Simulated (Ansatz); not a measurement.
# What biaxial strain −0.50 %, plane normal [001], relaxed out of plane does to Sc

The reference is Sc in the hcp (Mg type) structure (space group P6_3/mmc, No. 194; a = 3.318 Å, c = 5.186 Å; relaxed with 0.1 eV smearing). Axes: x lies along a and z along c of the hexagonal cell.

One thing is altered: compressive biaxial strain of 0.50 % in the plane normal to [001], as in epitaxy on a mismatched substrate; the out-of-plane cell vector and the atoms relax.

Calculations: PBE (Ansatz, a quantum-chemistry and plane-wave program), scalar-relativistic without spin-orbit coupling. k-mesh 20×20×11 (Γ-centred); smearing 0.1 eV (Fermi–Dirac).

The volume per atom drops by 0.175 Å³ to 24.55 Å³ and the space group stays P6_3/mmc (No. 194). The pressure (mean of the normal stresses, compression positive) goes from zero to 0.4 GPa and the band gap is still zero. The out-of-plane strain comes out as +0.29 %.

Cost of the whole job for the changed cell (relaxation, final SCF and bands): around 50 core-seconds (rough).

Stability against distortions was not tested. The final runs are not spin-polarised.
